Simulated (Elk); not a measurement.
**A self-consistent single point of SrBi3 (Pm-3m, 4 atoms in the cell) with Elk**

Level of theory: PBEsol, all-electron FP-LAPW, Elk's shipped species files, APW+lo basis with extra local orbitals in Elk 10.2.4.

Input as run:

```
tasks
  0

xctype
  22

rgkmax
  7.5

gmaxvr
  16.0

nxlo
  2

lorbcnd
  .true.

lmaxi
  2

stype
  0

swidth
  0.00367493

maxscl
  100

scale
  1.889726125

avec
    5.0496940000    0.0000000000    0.0000000000
    0.0000000000    5.0496940000    0.0000000000
    0.0000000000    0.0000000000    5.0496940000

atoms
  2
  'Sr.in'
  1
  0.0000000000  0.0000000000  0.0000000000    0.0 0.0 0.0
  'Bi.in'
  3
  0.5000000000  0.5000000000  0.0000000000    0.0 0.0 0.0
  0.0000000000  0.5000000000  0.5000000000    0.0 0.0 0.0
  0.5000000000  0.0000000000  0.5000000000    0.0 0.0 0.0

ngridk
  5 5 5
```

Log, with long lists cut:

```
│ Elk code version 10.2.4 │

All units are atomic (Hartree, Bohr, etc.)

│ Ground-state run starting from atomic densities │

Lattice vectors :
   9.542538675       0.000000000       0.000000000
   0.000000000       9.542538675       0.000000000
   0.000000000       0.000000000       9.542538675

Unit cell volume      :    868.9439951
Brillouin zone volume :   0.2854616809

Muffin-tin inner radius fraction :   0.1000000000E-01

Nuclei treated as point charges

Species :    1 (Sr)
 parameters loaded from : Sr.in
 name : strontium
 nuclear charge    :   -38.00000000
 electronic charge :    38.00000000
 atomic mass :    159721.4890
 muffin-tin radius :    2.600000000
 number of radial points in muffin-tin :    597
 atomic positions (lattice), magnetic fields (Cartesian) :
   1 :   0.00000000  0.00000000  0.00000000    0.00000000  0.00000000  0.00000000

Species :    2 (Bi)
 parameters loaded from : Bi.in
 name : bismuth
 nuclear charge    :   -83.00000000
 electronic charge :    83.00000000
 atomic mass :    380947.9282
 muffin-tin radius :    2.800000000
 number of radial points in muffin-tin :    697
 atomic positions (lattice), magnetic fields (Cartesian) :
   1 :   0.50000000  0.50000000  0.00000000    0.00000000  0.00000000  0.00000000
   2 :   0.00000000  0.50000000  0.50000000    0.00000000  0.00000000  0.00000000
   3 :   0.50000000  0.00000000  0.50000000    0.00000000  0.00000000  0.00000000

Total number of atoms per unit cell :    4

Spin treatment :
 spin-unpolarised

Number of Bravais lattice symmetries :   48
Number of crystal symmetries         :   48
Crystal has inversion symmetry
Real symmetric eigensolver will be used

k-point grid :      5     5     5
k-point offset :    0.000000000       0.000000000       0.000000000
k-point set is reduced with full crystal symmetry group
Total number of k-points :       10

Muffin-tin radius times maximum |G+k| :    7.500000000
 using average radius
   [... lines left out ...]
Maximum |G| for potential and density :    16.00000000
 potential will be trimmed for |G| > 2 gkmax
Constant for pseudocharge density :   11
Radial integration step length :    4

G-vector grid sizes :     49    49    49
Number of G-vectors :    60245

Maximum angular momentum used for
 APW functions                      :    8
 outer part of muffin-tin           :    6
 inner part of muffin-tin           :    2

Total nuclear charge    :   -287.0000000
Total core charge       :    232.0000000
Total valence charge    :    55.00000000
Total excess charge     :    0.000000000
Total electronic charge :    287.0000000

Effective Wigner radius, rₛ :   0.8974434525

Number of empty states         :   16
Total number of valence states :   44
Total number of core states    :  232

Conduction state local-orbitals added automatically
Total number of local-orbitals :  309

Exchange-correlation functional :     22     0     0
 PBEsol, Phys. Rev. Lett. 100, 136406 (2008)
 gradient requirement :    1
 generalised gradient approximation (GGA)

Smearing type :    0
 Gaussian
Smearing width :   0.3674930000E-02
Effective electronic temperature (K) :    1160.451112

Mixing type :    3
 Broyden mixing, J. Phys. A: Math. Gen. 17, L317 (1984)

Kohn-Sham potential initialised from atomic data
│ Self-consistent loop started │
│ Loop number : 1 │
 total energy                :     -67936.7101614
│ Loop number : 2 │
 total energy                :     -68058.0985153
RMS change in Kohn-Sham potential (target) :   0.3850383001     (  0.1000000000E-05)
Absolute change in total energy (target)   :    121.3883539     (  0.1000000000E-03)
│ Loop number : 3 │
 total energy                :     -67917.5258644
RMS change in Kohn-Sham potential (target) :   0.1504935217     (  0.1000000000E-05)
Absolute change in total energy (target)   :    110.2255624     (  0.1000000000E-03)
│ Loop number : 4 │
 total energy                :     -67928.1139350
RMS change in Kohn-Sham potential (target) :   0.1334555213     (  0.1000000000E-05)
Absolute change in total energy (target)   :    16.96831997     (  0.1000000000E-03)
│ Loop number : 5 │
 total energy                :     -67928.0117922
RMS change in Kohn-Sham potential (target) :   0.1324189726     (  0.1000000000E-05)
Absolute change in total energy (target)   :    4.344222841     (  0.1000000000E-03)
   [... lines left out ...]
Absolute change in total energy (target)   :   0.2236543723     (  0.1000000000E-03)
│ Loop number : 15 │
 total energy                :     -67905.7838556
RMS change in Kohn-Sham potential (target) :   0.4504379994E-04 (  0.1000000000E-05)
Absolute change in total energy (target)   :   0.4754555320E-01 (  0.1000000000E-03)
│ Loop number : 16 │
 total energy                :     -67905.7795281
RMS change in Kohn-Sham potential (target) :   0.1020388415E-04 (  0.1000000000E-05)
Absolute change in total energy (target)   :   0.1621396013E-01 (  0.1000000000E-03)
│ Loop number : 17 │
 total energy                :     -67905.7818722
RMS change in Kohn-Sham potential (target) :   0.3677100269E-05 (  0.1000000000E-05)
Absolute change in total energy (target)   :   0.1709341843E-02 (  0.1000000000E-03)
│ Loop number : 18 │
 total energy                :     -67905.7823487
RMS change in Kohn-Sham potential (target) :   0.4767284320E-06 (  0.1000000000E-05)
Absolute change in total energy (target)   :   0.4916448961E-04 (  0.1000000000E-03)
Convergence targets achieved

│ Loop number : 19 │

Energies :
 Fermi                       :     0.238030090560
 sum of eigenvalues          :     -41981.4267151
 electron kinetic            :      78983.0686239
 core electron kinetic       :      78490.8068715
 Coulomb                     :     -145606.425861
 Coulomb potential           :     -119275.761410
 nuclear-nuclear             :     -4303.54062857
 electron-nuclear            :     -163330.009054
 Hartree                     :      22027.1238218
 Madelung                    :     -85968.5451556
 xc potential                :     -1688.73392858
 exchange                    :     -1263.16908038
 correlation                 :     -19.2559887115
 total energy                :     -67905.7823060

Density of states at Fermi energy :    90.14615522
 (states/Hartree/unit cell)

Estimated indirect band gap :   0.5548123848E-02
 from k-point      3 to k-point      8
Estimated direct band gap   :   0.2584525375E-01
 at k-point      9

Charges :
 core                        :    232.0000000
 valence                     :    55.00000000
 interstitial                :    7.489973708
 muffin-tins (core leakage)
  species :    1 (Sr)
   atom    1                 :    35.98083779     (  0.2885408430E-04)
  species :    2 (Bi)
   atom    1                 :    81.17639617     (  0.6786127654E-03)
   atom    2                 :    81.17639617     (  0.6786127654E-03)
   atom    3                 :    81.17639617     (  0.6786127654E-03)
 total in muffin-tins        :    279.5100263
 total calculated charge     :    287.0014242
 total charge                :    287.0000000
 error                       :   0.1424242385E-02

│ Self-consistent loop stopped │
```

The run converged in 19 iterations. The count includes the last loop, which Elk runs after its targets are met.

The starting cell comes from a database of computed structures (which also holds hypothetical and non-ambient phases and stackings), without a prior relaxation at this level. Its lattice was rescaled by a random factor within 2.5 % of one. Spin-orbit coupling is off. Values depend on the basis (sphere radii, cutoffs, local orbitals), which need not be converged. The log's line on a gap gives a spacing of levels on this mesh, which the program prints for metals too.

Cost on one core of a shared machine: roughly 50 s.
